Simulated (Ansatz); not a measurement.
The starting structures come from a database of crystals and need not be the phases stable at ambient conditions.

Inside the gap of an insulator the Bloch states are evanescent, with a wavenumber k + iκ along the transport direction.

Consider the following.

```
InH2O5P
1.0
    6.65094     0.00000     0.00000
    0.27621     8.91822     0.00000
    0.41944    -4.44368     3.24054
In H P O
2 4 2 10
Direct
  0.77860   0.73320   0.87230
  0.22140   0.26680   0.12770
  0.78540   0.62900   0.20940
  0.21460   0.37100   0.79060
  0.73980   0.35390   0.76030
  0.26020   0.64610   0.23970
  0.74380   0.12380   0.88930
  0.25620   0.87620   0.11070
  0.11770   0.66220   0.80200
  0.88230   0.33780   0.19800
  0.83840   0.87850   0.70050
  0.16160   0.12150   0.29950
  0.74660   0.06920   0.54130
  0.25340   0.93080   0.45870
  0.46730   0.77070   0.85480
  0.53270   0.22930   0.14520
  0.73160   0.53790   0.95860
  0.26840   0.46210   0.04140
```

Space group of this cell: P-1. The cell is taken as given; by PBEsol its mean pressure is -3.6 GPa.

Transport runs along the normal of the first two printed cell vectors.

The gap is the functional's own. No spin-orbit coupling. Mid-gap values are interpolated on the energy grid.

**Question.** Give the band gap and the smallest decay constant κ at mid-gap that PBEsol (Ansatz, a quantum-chemistry and plane-wave program) yields.

**Answer.** Gap 3.23 eV on a 6×6×10 mesh; κ = 0.369 1/Å, at the zone centre.
